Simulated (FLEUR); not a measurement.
Troubleshooting FLEUR: a failed run on YRh (Pm-3m, 2 atoms in the cell). The aim is a self-consistent single point with DFT, PBEsol, all-electron FLAPW (FLEUR), scalar-relativistic valence.

Cell that was meant: a = 3.4070 Å, b = 3.4070 Å, c = 3.4070 Å, α = 90.00°, β = 90.00°, γ = 90.00°.

Part of the input:

```xml
      YRh                                                                                                 
   </comment>
   <calculationSetup>
      <cutoffs Kmax="3.9" Gmax="7.0" GmaxXC="7.0" numbands="0"/>
      <scfLoop itmax="100" minDistance="0.00001" maxIterBroyd="40" imix="Anderson" alpha="0.05" precondParam="0.0" spinf="2.0"/>
      <coreElectrons ctail="T" frcor="F" kcrel="0" coretail_lmax="0"/>
      <xcFunctional name="PBEs" relativisticCorrections="F"/>
```

Log, with long lists cut:

```
      Welcome to FLEUR        (www.flapw.de)
      MaX-Release 8.1          (www.max-centre.eu)

 ========== k-point set info ==========
 Selected k-point list: default-1
 k-point list type: mesh
 10 x 10 x 10
 Number of k points: 56

 ------------Calculation Setup---------------------------
           1           2           4           7           8          14          28          56
 Number of basis functions:          296
 Error for k-point            1
**************FLEUR-Error*****************
Error message: Diagonalization via LAPACK failed(zhegvx/dsygvx)
Error number: 503
Error from PE:0/1
 Last known location:
```

Question: From the messages shown, name the fault and mend the input.

Answer: The fault is a cutoff for density and potential that is too low. The interstitial density and potential need wave vectors well beyond twice those of the basis. To fix it, raise the cutoff of density and potential. The program stopped with an error.

The sound input it was made from differs as follows (other fixes are possible):
```diff
-      <cutoffs Kmax="3.9" Gmax="7.0" GmaxXC="7.0" numbands="0"/>
+      <cutoffs Kmax="3.9" Gmax="13.7" GmaxXC="13.7" numbands="0"/>
```

With that input, the run converged in 17 iterations: free energy E − TS -222227.6776 eV; Fermi level (on the code's own zero) 10.67 eV (DFT, PBEsol, all-electron FLAPW (FLEUR), scalar-relativistic valence).

On the sound input: the starting cell comes from a database of published, mostly measured structures (it also holds non-ambient and calculated ones), without a prior relaxation at this level. Spin polarisation is off. Values depend on the basis (sphere radii, cutoffs, local orbitals), which need not be converged.
